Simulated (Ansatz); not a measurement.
Input and output of a self-consistent single point for TaN (P3m1, 2 atoms in the cell) (Ansatz, a first-principles code).

Method of the run: PBEsol, default PAW files made with PBE (plane waves; Ansatz).

```yaml
crystal:
  lattice:
    - [2.94876, 0.00000, 0.00000]
    - [-1.47438, 2.55370, 0.00000]
    - [0.00000, 0.00000, 2.89885]
  atoms:
    - { symbol: Ta, position: [0.00000, 0.00000, 0.51725] }
    - { symbol: N, position: [0.66667, 0.33333, 0.00000] }
```

Reference input (self-consistent single point, DFT, PBEsol, plane waves, default PAW files made with PBE): basis.ecutwfc = 30.9 Ry; kpoints.mp_grid.grid = 13 13 11; hamiltonian.xc = pbesol; hamiltonian.pseudopotentials = {kind: paw} (the program's default PAW files); scf.occupations.method = fermi_dirac; scf.occupations.width = 0.0073 Ry. This run's input differs from it in these lines:

Ansatz 0.2 input:
```diff
@@ -9,3 +9,3 @@
 basis:
-  ecutwfc: 30.9 Ry
+  ecutwfc: 12.5 Ry
 kpoints:
```

Output, abridged:

```
SCF iter   1: F=—  HF=-10178.928532 eV  |F-HF|=—  |Δ(HF+E_count)|=         —  Δρ=1.38e-1  dr2=2.62e0  ethr=1.77e-3  ⟨swp⟩=4.5  Hψ=13046  notcnv=0
all-band conjugate gradients solve this SCF's bands
preconditioner: auto → none
SCF iter   2: F=—  HF=-10178.316671 eV  |F-HF|=—  |Δ(HF+E_count)|=   6.12e-1  Δρ=8.17e-2  dr2=1.01e0  ethr=1.77e-3  ⟨swp⟩=2.0  Hψ=5882  notcnv=0
SCF iter   3: F=—  HF=-10177.967387 eV  |F-HF|=—  |Δ(HF+E_count)|=   3.49e-1  Δρ=3.95e-3  dr2=3.07e-3  ethr=1.77e-3  ⟨swp⟩=2.0  Hψ=4358  notcnv=0
SCF iter   4: F=—  HF=-10177.967115 eV  |F-HF|=—  |Δ(HF+E_count)|=   2.72e-4  Δρ=6.10e-4  dr2=5.05e-5  ethr=1.70e-5  ⟨swp⟩=1.8  Hψ=5240  notcnv=0
SCF iter   5: F=—  HF=-10177.967203 eV  |F-HF|=—  |Δ(HF+E_count)|=   8.85e-5  Δρ=7.97e-5  dr2=6.88e-7  ethr=2.81e-7  ⟨swp⟩=2.8  Hψ=4131  notcnv=0
SCF iter   6: F=-10177.967203 eV  HF=-10177.967203 eV  |F-HF|=6.93e-8  |Δ(HF+E_count)|=   1.34e-8  Δρ=1.70e-5  dr2=8.46e-8  ethr=5.56e-10  ⟨swp⟩=5.0  Hψ=11061  notcnv=0
SCF 1 converged in 6 iterations: F = -10177.967203 eV  dr2 = 8.46e-8
Free energy (F): -10177.967203 eV
Internal energy: -10177.964423 eV  (E = F + TS)
E sigma→0 (E₀):  -10177.965813 eV
Entropy (-TS):   -0.002781 eV (-1.390 meV/atom)
Fermi energy:    20.077128 eV
--- Forces (eV/Å), atoms counted from 1 ---
  atom   1  Ta     0.00000000     0.00000000    -1.21853675
  atom   2  N      0.00000000     0.00000000     1.21883106
--- Stress (GPa, compression-positive) ---
       -5.184767      -0.000000      -0.000000
        0.000000      -5.184767       0.000000
       -0.000000       0.000000      -6.009477
  P = ⅓ Tr σ = -5.4597 GPa (-54.597 kbar)
  The stress holds the Pulay correction. Without it, at fixed plane waves, as pw.x and ABINIT print it: P = -225.9511 GPa
```

The run converged in 6 iterations. Against the reference run the free energy rises by 4.82 eV/atom, the pressure goes from -8.66 to -5.46 GPa and the largest force goes from 0.651 to 1.219 eV/Å.

The starting cell comes from a database of computed structures (which also holds hypothetical and non-ambient phases and stackings), without a prior relaxation at this level. Its lattice was rescaled by up to half a per cent. One atom was moved a little off its site on purpose. Spin polarisation is off. Forces in this geometry exceed 1 eV/Å. Ansatz's pressure includes its estimate of the finite-basis (Pulay) stress. Without the estimate this run gives -225.95 GPa. The cutoff lies below the one recommended for these files.
